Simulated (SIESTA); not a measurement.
**SIESTA run on Li5AuO4 (P-1, 10 atoms in the cell): self-consistent single point**

Level of theory: SIESTA with LDA PW92, numerical atomic orbitals DZP, PseudoDojo LDA standard norm-conserving potentials (rewritten from UPF to PSML).

This input was run:

```
# files in the folder: Li.psml Au.psml O.psml (PseudoDojo LDA standard)
SystemName  Li5AuO4
SystemLabel Li5AuO4

NumberOfAtoms                10
NumberOfSpecies              3
%block ChemicalSpeciesLabel
  1 3 Li
  2 79 Au
  3 8 O
%endblock ChemicalSpeciesLabel
LatticeConstant              1.0 Bohr
%block LatticeVectors
     6.817942885    0.000000000    0.000000000
     3.258088150    9.635462176    0.000000000
     3.029404833    0.908810867   10.016451750
%endblock LatticeVectors
AtomicCoordinatesFormat      Bohr
%block AtomicCoordinatesAndAtomicSpecies
     0.000000000    0.000000000    0.000000000  1
     9.891701057    9.638949992    3.970922132  1
     3.213734811    0.905323051    6.045529618  1
     9.736762639    7.257570530    9.689915423  1
     3.368673228    3.286702514    0.326536327  1
     6.552717934    5.272136522    5.008225875  2
     6.770939003    3.170486943    1.778120515  3
     6.334496865    7.373786101    8.238331235  3
     6.606434850    2.010978275    7.141329439  3
     6.499001017    8.533294768    2.875122310  3
%endblock AtomicCoordinatesAndAtomicSpecies

XC.functional                LDA
XC.authors                   PW92
PAO.BasisSize                DZP
PAO.EnergyShift              0.01 Ry
PAO.Polarization.NonPerturbative true
MeshCutoff                   300 Ry
%block kgrid.MonkhorstPack
    8   0   0  0.0
    0   5   0  0.0
    0   0   5  0.0
%endblock kgrid.MonkhorstPack
OccupationFunction           FD
ElectronicTemperature        10 K

MaxSCFIterations             150
SCF.Mixer.Method             Broyden
SCF.Mixer.Weight             0.25
SCF.Mixer.History            6
SCF.DM.Tolerance             1.0E-04
Diag.ParallelOverK           true
WriteForces                  true
```

Output, abridged:

```
reinit: Reading from file input.fdf

reinit: System Name: Li5AuO4
reinit: System Label: Li5AuO4

coor:   Atomic-coordinates input format  =     Cartesian coordinates
coor:                                            (in Bohr units)

siesta: Atomic coordinates (Bohr) and species
siesta:      0.00000   0.00000   0.00000  1        1
siesta:      9.89170   9.63895   3.97092  1        2
siesta:      3.21373   0.90532   6.04553  1        3
siesta:      9.73676   7.25757   9.68992  1        4
siesta:      3.36867   3.28670   0.32654  1        5
siesta:      6.55272   5.27214   5.00823  2        6
siesta:      6.77094   3.17049   1.77812  3        7
siesta:      6.33450   7.37379   8.23833  3        8
siesta:      6.60643   2.01098   7.14133  3        9
siesta:      6.49900   8.53329   2.87512  3       10

siesta: System type = bulk

initatomlists: Number of atoms, orbitals, and projectors:     10   101   117

siesta: ******************** Simulation parameters ****************************
redata: Spin configuration                          = none
redata: Time-Reversal Symmetry                      = T
redata: Number of Atomic Species                    =        3
redata: Mesh Cutoff                                 =   300.0000 Ry
redata: Net charge of the system                    =     0.0000 |e|
redata: Min. number of SCF Iter                     =        0
redata: Max. number of SCF Iter                     =      150
redata: SCF convergence failure will abort job
redata: SCF mix quantity                            = Hamiltonian
redata: Mix DM or H after convergence               =   F
redata: Recompute H after scf cycle                 =   F
redata: Mix DM in first SCF step                    =   T
redata: No kicks to SCF
redata: DM Mixing Weight for Kicks                  =     0.5000
redata: Require Harris convergence for SCF          =   F
redata: Harris energy tolerance for SCF             =     0.000100 eV
   [... lines left out ...]
diag: Parallel distribution                         =     1 x     1
diag: Used triangular part                          = Lower
diag: Absolute tolerance                            =  0.100E-15
diag: Orthogonalization factor                      =  0.100E-05
diag: Memory factor                                 =  1.0000

superc: Internal auxiliary supercell:     7 x     5 x     5  =     175
superc: Number of atoms, orbitals, and projectors:   1750  17675  20475

                        Single-point calculation

superc: Internal auxiliary supercell:     7 x     5 x     5  =     175
superc: Number of atoms, orbitals, and projectors:   1750  17675  20475

outcell: Unit cell vectors (Ang):
        3.607900    0.000000    0.000000
        1.724106    5.098867    0.000000
        1.603092    0.480922    5.300478

outcell: Cell vector modules (Ang)   :    3.607900    5.382470    5.558440
outcell: Cell angles (23,13,12) (deg):     79.9595     73.2374     71.3178
outcell: Cell volume (Ang**3)        :     97.5087
new_DM -- step:     1
Initializing Density Matrix...

Attempting to read DM from file... Failed...
DM filled with atomic data:

InitMesh: MESH = 36 x 54 x 60 = 116640
InitMesh: Mesh cutoff (required, used) =   300.000   312.538 Ry

stepf: Fermi-Dirac step function
        iscf     Eharris(eV)        E_KS(eV)     FreeEng(eV)     dDmax    Ef(eV) dHmax(eV)
   scf:    1    -6466.491161    -6690.586831    -6690.586866  1.587385 -3.890041 58.350791
   scf:    2    -6779.911778    -6781.330417    -6781.330417  0.643120 -8.327141  8.259164
   scf:    3    -6784.129068    -6783.290998    -6783.290998  0.123904 -8.801340  1.671540
   scf:    4    -6783.386817    -6783.348515    -6783.348515  0.031368 -8.571936  0.775486
   scf:    5    -6783.388415    -6783.372095    -6783.372095  0.040909 -8.379244  0.218949
   scf:    6    -6783.373816    -6783.373493    -6783.373493  0.005569 -8.435262  0.051148
   scf:    7    -6783.373595    -6783.373546    -6783.373546  0.000899 -8.432619  0.037133
   scf:    8    -6783.373631    -6783.373599    -6783.373599  0.000625 -8.425778  0.003835
   scf:    9    -6783.373603    -6783.373601    -6783.373601  0.000144 -8.425397  0.003231
   scf:   10    -6783.373602    -6783.373601    -6783.373601  0.000058 -8.425407  0.002231
   scf:   11    -6783.373602    -6783.373602    -6783.373602  0.000022 -8.425373  0.001387
   scf:   12    -6783.373602    -6783.373602    -6783.373602  0.000014 -8.425355  0.000863
SCF Convergence by DM+H criterion
max |DM_out - DM_in|         :     0.0000136723
max |H_out - H_in|      (eV) :     0.0008632212
SCF cycle converged after 12 iterations

Using DM_out to compute the final energy and forces

siesta: E_KS(eV) =            -6783.3736

siesta: E_KS - E_eggbox =     -6783.3736

siesta: Atomic forces (eV/Ang):
     1    0.000000   -0.000000    0.000000
     2    0.018233    0.070213   -0.027926
     3   -0.018233   -0.070213    0.027926
     4    0.003262   -0.069834    0.009241
     5   -0.003262    0.069834   -0.009241
     6    0.000000   -0.000000   -0.000000
     7   -0.066340   -0.041439   -0.101730
     8    0.066340    0.041439    0.101730
     9   -0.022151    0.008849   -0.151893
    10    0.022151   -0.008849    0.151893
   Tot   -0.000000    0.000000    0.000000
   Max    0.151893
   Res    0.058380    sqrt( Sum f_i^2 / 3N )
   Max    0.151893    constrained

Stress tensor Voigt[x,y,z,yz,xz,xy] (kbar):       73.61       69.88       79.97        3.29       -2.60       -8.08
(Free)E + p*V (eV/cell)    -6787.9068
Target enthalpy (eV/cell)    -6783.3736

siesta: Program's energy decomposition (eV):
siesta: Ebs     =     -1739.947699
siesta: Eions   =      8597.083753
siesta: Ena     =       889.931193
siesta: Ekin    =      3058.324702
siesta: Enl     =      -838.921405
siesta: Eso     =         0.000000
siesta: Edftu   =         0.000000
siesta: DEna    =        48.144274
siesta: DUscf   =         7.052101
siesta: DUext   =         0.000000
siesta: Ex      =     -1227.947186
siesta: Ec      =      -122.873526
siesta: Exc     =     -1350.820713
siesta: Eharris =     -6783.373602
siesta: Etot    =     -6783.373602
siesta: FreeEng =     -6783.373602

siesta: Atomic forces (eV/Ang):
siesta:      1    0.000000   -0.000000    0.000000
siesta:      2    0.018233    0.070213   -0.027926
siesta:      3   -0.018233   -0.070213    0.027926
siesta:      4    0.003262   -0.069834    0.009241
siesta:      5   -0.003262    0.069834   -0.009241
siesta:      6    0.000000   -0.000000   -0.000000
siesta:      7   -0.066340   -0.041439   -0.101730
siesta:      8    0.066340    0.041439    0.101730
siesta:      9   -0.022151    0.008849   -0.151893
siesta:     10    0.022151   -0.008849    0.151893
siesta: ----------------------------------------
siesta:    Tot   -0.000000    0.000000    0.000000

siesta: Stress tensor (static) (eV/Ang**3):
siesta:     0.045943   -0.005042   -0.001623
siesta:    -0.005042    0.043614    0.002053
siesta:    -0.001623    0.002053    0.049913

siesta: Cell volume =         97.508665 Ang**3

siesta: Pressure (static):
siesta:                Solid            Molecule  Units
siesta:          -0.00050634         -0.00052047  Ry/Bohr**3
siesta:          -0.04648983         -0.04778729  eV/Ang**3
siesta:         -74.48491829        -76.56368075  kBar
```

The run converged in 12 iterations.

The starting cell comes from a database of computed structures (which also holds hypothetical and non-ambient phases and stackings), without a prior relaxation at this level. Values carry the incompleteness of an atom-centred basis. With a pressure of about -7 GPa the cell is away from its equilibrium volume at this level.

Cost on one core of a shared machine: roughly 90 s.
